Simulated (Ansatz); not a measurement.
The parent structure is BN in the wurtzite structure (space group P6_3mc, No. 186; a = 2.5545 Å, c = 4.2246 Å).

Now apply this change: the cell is scaled by 0.9820 in all directions; the atoms relax in the strained cell.

Level of theory: PBE in Ansatz (plane waves to 420 eV, PAW, no spin-orbit coupling).

Base, band edges from the VBM (valence, conduction): K -5.37, 5.23; H -3.00, 9.26; M -2.09, 6.69; L -3.53, 6.57; A -1.16, 9.40; Γ 0.00, 8.35 eV.

**Question.** Give the band edges at the high-symmetry points of the new zone, measured from its valence-band maximum.

**Answer.** 
```json
[
 {"point": "Γ", "valence edge (eV)": "0.00", "conduction edge (eV)": "8.56"},
 {"point": "M", "valence edge (eV)": "-2.21", "conduction edge (eV)": "6.88"},
 {"point": "K", "valence edge (eV)": "-5.66", "conduction edge (eV)": "5.11"},
 {"point": "A", "valence edge (eV)": "-1.24", "conduction edge (eV)": "9.90"},
 {"point": "L", "valence edge (eV)": "-3.74", "conduction edge (eV)": "6.76"},
 {"point": "H", "valence edge (eV)": "-3.18", "conduction edge (eV)": "9.68"}
]
```

The gap is 5.11 eV, indirect, Γ → K.

No phonon test of stability was made.

Ansatz is a quantum-chemistry and plane-wave program.
